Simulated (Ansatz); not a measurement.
Ansatz (an electronic-structure program) run on MgCdS2 (P1, 4 atoms in the cell): self-consistent single point.

Computed with PBEsol, default PAW files made with PBE (plane waves; Ansatz).

```
CELL_PARAMETERS angstrom
      3.80768     0.00000     0.00000
      0.00000     3.80768     0.00000
      0.00000     0.00000     5.38570
ATOMIC_POSITIONS crystal
  Mg 0.50153 0.49151 0.50053
  Cd 0.01164 0.01110 0.99443
  S  0.99969 0.98966 0.50919
  S  0.48714 0.50773 0.99585
```

Reference input (self-consistent single point, DFT, HSE06, plane waves, default PAW files made with PBE): basis.ecutwfc = 420 eV; kpoints.mp_grid.grid = 4 4 3; kpoints.mp_grid.shift = 0.5 0.5 0.5; hamiltonian.xc = hse06; hamiltonian.pseudopotentials = {kind: paw} (the program's default PAW files); scf.occupations.method = fixed. This run's input differs from it in these lines:

Ansatz 0.2 input:
```diff
@@ -16,3 +16,3 @@
 hamiltonian:
-  xc: hse06
+  xc: pbesol
   pseudopotentials: { kind: paw }
```

Log, with long lists cut:

```
SCF iter   1: F=—  HF=-11869.875217 eV  |F-HF|=—  |Δ(HF+E_count)|=         —  Δρ=5.42e-3  dr2=3.13e-2  ethr=1.77e-3  ⟨swp⟩=4.7  Hψ=2244  notcnv=0  defer=72
all-band conjugate gradients solve this SCF's bands
preconditioner: auto → Resta (q_TF=auto, 2.460 Å⁻¹)
SCF iter   2: F=—  HF=-11869.867507 eV  |F-HF|=—  |Δ(HF+E_count)|=   7.71e-3  Δρ=2.18e-3  dr2=5.73e-3  ethr=7.45e-5  ⟨swp⟩=2.8  Hψ=1128  notcnv=0  defer=72
SCF iter   3: F=—  HF=-11869.866126 eV  |F-HF|=—  |Δ(HF+E_count)|=   1.38e-3  Δρ=5.48e-4  dr2=2.74e-4  ethr=1.36e-5  ⟨swp⟩=2.0  Hψ=948  notcnv=0  defer=72
SCF iter   4: F=—  HF=-11869.866131 eV  |F-HF|=—  |Δ(HF+E_count)|=   5.16e-6  Δρ=2.00e-4  dr2=3.19e-5  ethr=6.53e-7  ⟨swp⟩=2.4  Hψ=844  notcnv=0  defer=70
SCF iter   5: F=—  HF=-11869.866199 eV  |F-HF|=—  |Δ(HF+E_count)|=   6.81e-5  Δρ=3.74e-5  dr2=9.73e-7  ethr=7.60e-8  ⟨swp⟩=2.0  Hψ=874  notcnv=0  defer=24
SCF iter   6: F=-11869.866199 eV  HF=-11869.866199 eV  |F-HF|=2.96e-8  |Δ(HF+E_count)|=   5.02e-7  Δρ=7.97e-6  dr2=7.98e-8  ethr=2.38e-10  ⟨swp⟩=9.9  Hψ=3137  notcnv=0
SCF 1 converged in 6 iterations: F = -11869.866199 eV  dr2 = 7.98e-8
Free energy (F): -11869.866199 eV
Internal energy: -11869.866199 eV  (E = F + TS)
E sigma→0 (E₀):  -11869.866199 eV
Fermi energy:    8.047406 eV
--- Forces (eV/Å), atoms counted from 1 ---
  atom   1  Mg    -0.00187724     0.01564728    -0.04254256
  atom   2  Cd    -0.22021310    -0.02869241     0.22715772
  atom   3  S     -0.06476856     0.06940139    -0.41118499
  atom   4  S      0.28686450    -0.05636061     0.22656417
--- Stress (GPa, compression-positive) ---
       -3.273984       0.072997       0.077823
        0.072997      -3.197440       0.002621
        0.077823       0.002621      -2.475099
  P = ⅓ Tr σ = -2.9822 GPa (-29.822 kbar)
  The stress holds the Pulay correction. Without it, at fixed plane waves, as pw.x and ABINIT print it: P = -2.9992 GPa
```

The run converged in 6 iterations. Against the reference run the pressure goes from -1.54 to -2.98 GPa, the largest force goes from 0.472 to 0.422 eV/Å and the gap on the mesh goes from 2.791 to 1.664 eV.

The starting cell comes from a database of computed structures (which also holds hypothetical and non-ambient phases and stackings), without a prior relaxation at this level. Its atoms were displaced at random from the sites of space group no. 123. Ansatz's pressure includes its estimate of the finite-basis (Pulay) stress. The shifted mesh does not hold Γ, so a gap read on it misses any band edge there.
